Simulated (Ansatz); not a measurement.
Sn, pressure series

Consider Sn in the diamond structure (space group Fd-3m, No. 227; a = 6.4734 Å).

Cell and atoms are relaxed at each pressure.

All numbers come from LDA (Ansatz, an electronic-structure program), spin-orbit coupling left out.

Only one of these has no band gap. Which?
A) pressure 15 GPa
B) pressure 22.5 GPa
C) pressure 9 GPa
D) pressure 0.9 GPa

D, pressure 0.9 GPa. Computed: pressure 0.9 GPa: zero; pressure 15 GPa: 0.19 eV; pressure 22.5 GPa: 0.07 eV; pressure 9 GPa: 0.11 eV

Load acts through the strain it causes; cell and atoms are relaxed under it. Stability against distortions was not tested. Tetrahedral semiconductors of this kind turn to denser phases somewhere between about 1 and 50 GPa; those were not computed, so compressed cells here can lie past the real transition. The zero or small gap of Sn can change with the level of theory.
